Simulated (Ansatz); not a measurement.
The starting structures come from a database of crystals and need not be the phases stable at ambient conditions.

 Where the default PAW files enter, the runs use the earlier of Ansatz's two default sets.

By PBEsol, the system below comes out a metal.

A figure of merit of an interconnect metal is its ballistic conductance per area.

Consider the following.

```
NbN
1.0
    3.05056     0.00000     0.00000
   -1.52528     2.64187     0.00000
    0.00000     0.00000    11.69063
Nb N
4 4
Cartesian
  1.52528   0.88062  10.25443
  0.00000   1.76124   1.43619
  0.00000   1.76124   4.40912
  1.52528   0.88062   7.28151
  0.00000   0.00000   0.00000
  0.00000   0.00000   5.84531
  1.52528   0.88062   2.92266
  0.00000   1.76124   8.76797
```

Space group of this cell: P6_3/mmc. The cell is strained (all lengths scaled by 1.02); by PBEsol its mean pressure is -27.9 GPa.

The current flows along the normal of the first two printed cell vectors, the (001) plane of the conventional cell. No spin-orbit coupling; the value is a mean over 0.1 eV about the Fermi level.

Problem. Estimate the ballistic conductance per area that PBEsol in Ansatz (a program for electronic structure) returns for this system.

Solution. 0.52 × 10¹⁵ S/m² for both spins.
